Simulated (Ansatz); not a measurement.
Levels about the gap of amorphous Hf18O39La2 (59 atoms in a cell of 790 Å³, 8.65 g/cm³; zone centre alone, so wide bands show as single levels with stretches between that a denser mesh fills), at the geometry that PBE relaxed, where it gives 0.0 GPa on a denser mesh. The participation number counts the atoms over which a state spreads; weights are charges in smoothed Voronoi cells. The levels come from a single point, so bond lengths are those of that geometry. Method of the levels: r2SCAN, scalar-relativistic without spin-orbit coupling (Ansatz, an electronic-structure program). Sampling: the zone centre alone; Fermi-Dirac width 0.02 eV; no spin polarisation.

The cell was made by melting and quenching with the CHGNet potential and then relaxed with DFT. O atoms were pushed apart under 1.9 Å during the dynamics, to hinder bonds among them. The hot cell started wider than the set density and was brought back towards it in steps. It is the lowest in DFT energy of 2 quenches. It is a model cell: composition and starting density were chosen by hand, and all elements were melted together. No dispersion term was used. Its density started from a set value of 8.75 and ended at 8.65 g/cm³. Cooling (nominally 450 K/ps over its main leg) ran many orders faster than in experiment, which tends to leave more defects and strain. Values belong to this one cell and scatter from quench to quench. Volume and shape were free in the relaxation.

```tsv
E - E(highest filled), eV	filling	participation number	largest on	weight O	weight Hf	weight La
-0.17	filled	22.3	O, 3 neighbours	0.94	0.05	0.01
-0.16	filled	19.7	O, 3 neighbours	0.94	0.05	0.01
-0.14	filled	17.9	O, 2 neighbours	0.94	0.05	0.01
-0.11	filled	19.3	O, 3 neighbours	0.95	0.04	0.01
-0.05	filled	21.6	O, 3 neighbours	0.95	0.04	0.00
-0.01	filled	17.2	O, 3 neighbours	0.95	0.05	0.01
0.00	filled	16.7	O, 3 neighbours	0.95	0.05	0.00
4.51	empty	25.8	Hf, 6 neighbours	0.46	0.45	0.09
4.73	empty	20.9	Hf, 6 neighbours	0.37	0.54	0.09
4.90	empty	24.6	Hf, 7 neighbours	0.40	0.53	0.07
5.04	empty	29.5	Hf, 7 neighbours	0.37	0.53	0.10
5.13	empty	16.2	Hf, 6 neighbours	0.37	0.57	0.06
5.19	empty	31.3	La, 8 neighbours	0.37	0.53	0.10
5.20	empty	24.9	Hf, 7 neighbours	0.38	0.57	0.05
```

Most localised among these is the empty level at +5.13 eV, on a Hf atom, which has 6 neighbours (O 1.98 Å, O 2.06 Å, O 2.10 Å, O 2.12 Å, O 2.20 Å, O 2.38 Å).
